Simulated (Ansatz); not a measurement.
Pyrite PtAs2, treated with PBE in Ansatz (PAW).

Settings: plane-wave cutoff 520 eV, 6×6×6 k mesh, Fermi–Dirac smearing 0.01 eV, scalar-relativistic PAW data made under PBE.

Energies at three volumes about the minimum:

```
V (Å³/atom)  E − E_lowest (meV/atom)
-----------  -----------------------
18.158                          3.28
18.529                          0.00
18.899                          3.02
```

Question: Fit a parabola by hand: where is the minimum, what lattice constant follows, and what is the bulk modulus?

Answer: Slopes: (0.00 − 3.28)/(18.529 − 18.158) = -8.841 and (3.02 − 0.00)/(18.899 − 18.529) = 8.162 meV/Å³. Curvature E″ = 2 × (8.162 − (-8.841))/(18.899 − 18.158) = 45.892 meV/Å⁶. From the middle of the first interval, the slope vanishes at V0 = 18.3435 − (-8.841)/45.892 = 18.536 Å³/atom. B = V0 E″ = 18.536 × 45.892 meV/Å³ × 0.1602 GPa per meV/Å³ = 136 GPa. With 12 atoms in the cube, a = (12 × 18.536)^(1/3) = 6.059 Å. The full Birch–Murnaghan fit to all volumes gives V0 = 18.528 Å³/atom and B0 = 135 GPa.

Shape and atoms are relaxed at each volume.

Measured, for comparison: lattice constant a 5.967 Å (temperature not stated, no zero-point or thermal correction; as tabulated in Wikipedia's data pages).

Ansatz is a quantum-chemistry and plane-wave program.
